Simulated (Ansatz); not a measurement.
Base system: Si in the diamond structure (space group Fd-3m, No. 227; a = 5.4443 Å). Axes: x, y, z lie along the cube axes.

All numbers come from DFT with r2SCAN, PAW potentials and a 500 eV plane-wave cutoff in Ansatz (a program for electronic structure), spin-orbit coupling left out.

Before the change:

```
Quantity                         Value
-----------------------------  -------
Shortest interatomic distance  2.357 Å
Smallest direct gap            2.74 eV
Band gap                       0.78 eV
```

One thing is altered: uniaxial strain ε_zz = −2.00 %, all other strain components held at zero, atoms relaxed at fixed cell.

Q: What does the calculation give for the shortest interatomic distance after the change?

A: The shortest interatomic distance shrinks by 0.0156 Å to 2.342 Å.

Q: How does this affect the energy relative to the base?

A: The energy grows by 4.3 meV/atom.

Q: Predict the new smallest direct gap.

A: The smallest direct gap drops by 0.14 eV, from 2.74 eV to 2.60 eV.

Q: What happens to the hole mass?

A: The hole mass is 0.18 mₑ along z, 0.24 mₑ across (at Γ).

Q: Predict the new band gap.

A: The band gap decreases by 0.263 eV to 0.51 eV.

Masses are band curvatures over ±0.01 Å⁻¹ around the edge. Whether these cells are dynamically stable was not tested.
